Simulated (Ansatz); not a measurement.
**SnO2: transverse stress against strain**

SnO2 (rutile, P4_2/mnm, 11.858 Å³/atom at rest, c along z) under a strain ε along a (axis x), the other axes held. LDA in Ansatz, a plane-wave DFT program (PAW, default set), 420 eV, 7×7×10 Γ-centred mesh, Fermi-Dirac smearing 0.05 eV; ions are relaxed within the symmetry of each cell. Stress is positive for a compressed cell.

Here s stands for strain and y for stress zz.

| strain (%) | stress zz (GPa) |
|---|---|
| -1.20 | 1.92 |
| -0.60 | 0.95 |
| 0.00 | 0.01 |
| 0.60 | -0.91 |
| 1.20 | -1.79 |
| 3.00 | ? |

Taking a straight line for y over the 5 complete rows: Means: s 0, y 0.036. About the means, the sum of products is -5.5680 and the sum of squares of s is 3.6000; the slope is their ratio. Least squares gives y = 0.036 - 1.5467·s. Residuals (row less fit): 0.028, -0.014, -0.026, -0.018, 0.030; standard error 0.031 (degrees of freedom: 3). The slope gives the elastic constant C13 = 155 ± 1.6 GPa.

Question: Estimate the missing y (s = 3.00); what did the run itself give?

Answer: y = 0.036 - 1.5467 × 3.0 = -4.604 GPa. The calculation gives -4.25 GPa, 0.354 GPa above the prediction (5.7 % of the range of y in the table). The row lies outside the fitted rows, so this is an extrapolation. From the scatter of the fitted rows alone, a prediction at this place has a standard error of 0.060 GPa, so the miss is 5.9 times that.

One order more, fitted to all 11 runs of the series, follows each within 0.04, so the miss is the next term of a smooth law. Rows are the converged runs of the series near zero and its far end; series whose fitted rows scatter by over a few per cent of the range, as at a crossing or softening among them, aren't shown in this form. Most that stay on the fit to the last digits aren't either.
